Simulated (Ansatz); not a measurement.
Base system: InAs in the zinc blende structure (space group F-43m, No. 216).

```xyz
2
Lattice="0.0000 3.0547 3.0547 3.0547 0.0000 3.0547 3.0547 3.0547 0.0000" Properties=species:S:1:pos:R:3 pbc="T T T"
As     1.5273     1.5273     1.5273
In     0.0000     0.0000     0.0000
```

Cartesian axes are those of the cell as printed.

Calculations: Ansatz (an electronic-structure program), r2SCAN, PAW, cutoff 500 eV, no SOC.

Before the change:

- Band gap = 0.08 eV

Perturbation: uniaxial stress, 8 GPa tension along z, with the cell and atoms free to relax against it.

Q: Estimate the effect on the energy relative to the base and band gap.

A: The energy rises by 85 meV/atom; the band gap goes from 0.08 eV to zero.

The mesh was chosen for an insulator and is coarse for the gapless case. Load acts through the strain it causes; cell and atoms are relaxed under it. Stability under load was not tested beyond the relaxation. The final runs are not spin-polarised. The zero or small gap of InAs can change with the level of theory.
